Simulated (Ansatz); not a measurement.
The parent structure is MgTe in the wurtzite structure (space group P6_3mc, No. 186; a = 4.509 Å, c = 7.338 Å). Axes: x lies along a and z along c of the hexagonal cell.

Calculations: LDA in Ansatz (plane waves to 420 eV, PAW, no spin-orbit coupling).

For the base:

- Pressure: 0.00 GPa
- Shortest interatomic distance: 5.209 bohr

One thing is altered: uniaxial strain ε_zz = +0.60 %, all other strain components held at zero, atoms relaxed at fixed cell.

Question: How does this affect the pressure and shortest interatomic distance?

Answer: The pressure (mean of the normal stresses, compression positive) goes from zero to -0.23 GPa; the shortest interatomic distance rises by 0.009 bohr, from 5.209 bohr to 5.218 bohr.

Whether these cells are dynamically stable was not tested.

Ansatz is an electronic-structure program.
